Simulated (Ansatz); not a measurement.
Functionals compared on the (111) surface of bcc Li in its 1x1 cell, outermost plane spacing 0.99 Å in the ideal cut, in Ansatz (plane waves, PAW). The structure was relaxed with PBE; the other rows are single points on it, each with its references at the same level. Cutoff 420 eV (500 eV for r2SCAN).

Model: 11-atom slab, 9.9 Å thick at the start (thin: gaps and levels are the slab's own), 9x9x1 mesh, Fermi-Dirac 0.1 eV, dipole correction, all atoms relaxed; held to the start's symmetry, so lower structures may exist; no spin, no spin-orbit, no U. These notes are the PBE run's.

```csv
functional,surface energy (J/m²),work function of the top face (eV),rough cost of the single point
PBE,0.54,2.77,–
LDA,0.58,2.85,very roughly 11 core-seconds
PBEsol,0.56,2.79,roughly 12 core-seconds
RPBE,0.50,2.73,roughly 14 core-seconds
r2SCAN,0.54,2.73,about 22 core-seconds (a rough figure)
```

Ansatz is a program for electronic structure.
